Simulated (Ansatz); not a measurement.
System: C11b WSi2. Method: PBE-D3(BJ) in Ansatz (plane waves, PAW).

Numerical settings: plane-wave cutoff 520 eV, 24×24×24 k mesh, Fermi–Dirac smearing 0.05 eV, no spin polarisation, scalar-relativistic PAW data made under PBE.

Response to compression and expansion:

Shape and atoms are relaxed at each volume.

```csv
V (Å³/atom),P (GPa),c (Å),a (Å)
12.720,10.42,7.710,3.146
12.985,4.93,7.754,3.170
13.250,0.00,7.798,3.193
13.515,-4.43,7.842,3.216
13.780,-8.41,7.886,3.238
```

Note: the bulk modulus comes from volumes at which shape and atoms were relaxed.

Ansatz is a first-principles code.
